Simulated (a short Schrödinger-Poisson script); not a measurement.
System: MOS inversion layer, SiO2 on p-type Si(100), at 300 K.

From the gate side: 3.4 nm SiO2; 340 nm Si, acceptors 1.6e18 cm⁻³.

The device is made up for the run: typed textbook-type constants, with dimensions and the other settings drawn at random. SiO2: permittivity 3.9, conduction-band edge (eV) 3.15, gap (eV) 9, electron mass (mₑ) 0.5. Si: permittivity 11.7, conduction-band edge (eV) 0, gap (eV) 1.124, Nv at 300 K (cm⁻³) 3.1e19.

Channel valleys (confinement mass, in-plane density-of-states mass, number): Δ2 0.916, 0.19, 2; Δ4 0.19, 0.417, 4. At the gate the conduction-band edge of layer 1 lies 3.54 eV − eVg above the Fermi level of the channel; the field vanishes at the back. Gaps are held at their typed values at every temperature. Mesh 0.03 nm at interfaces.

From a short Schrödinger-Poisson script (our own, NumPy): 1D Poisson equation in equilibrium, electrons quantum, Hartree (BenDaniel-Duke, 12 states a valley, the channel's in-plane mass for all, wave functions free to enter the dielectric), parabolic valleys, classical holes, full ionisation, no traps, pinning or gate leakage.

```csv
Vg (V),electrons (cm⁻²),C (μF/cm²),Δ2 E0 (meV from the Fermi level),Δ4 E0 (meV from the Fermi level)
1.05,5.72e9,0.288,177.2,246.7
1.2,1.62e11,0.548,90.0,161.8
1.35,7.16e11,0.771,49.9,123.8
1.5,1.44e12,0.839,30.0,105.8
1.65,2.22e12,0.868,16.7,94.5
1.8,3.03e12,0.884,6.6,86.1
1.95,3.86e12,0.895,-1.8,79.5
2.1,4.69e12,0.903,-9.1,74.0
2.25,5.53e12,0.908,-15.5,69.2
2.4,6.38e12,0.913,-21.5,64.9
2.55,7.24e12,0.917,-27.0,61.0
2.7,8.10e12,0.920,-32.1,57.4
2.85,8.96e12,0.923,-37.0,54.1
3,9.82e12,0.925,-41.6,51.0
3.15,1.07e13,0.928,-46.1,48.1
3.3,1.16e13,0.930,-50.3,45.3
```

Gate voltages with under 1e9 electrons/cm² are left out.

**Question.** At Vg = 3.3 V the lowest Δ2 subband lies at -50.3 meV from the Fermi level. How many electrons does it hold, and what share of all?

**Answer.** The two-dimensional density of states is g m/(πħ²) = 1.59e11 cm⁻² meV⁻¹ (both spins), kT = 25.9 meV, so n = D kT ln(1 + exp(−E/kT)) = 8.54e12 cm⁻², 0.74 of the 1.16e13 cm⁻² in all.

**Question.** Compare the slope of the sheet density between 3 and 3.3 V with the geometric capacitance of the layers between gate and channel.

**Answer.** q Δn/ΔV = 0.951 μF/cm²; ε0/Σ(t/ε) = 1.02 μF/cm². The ratio is 0.94: the channel acts as a further capacitance in series.
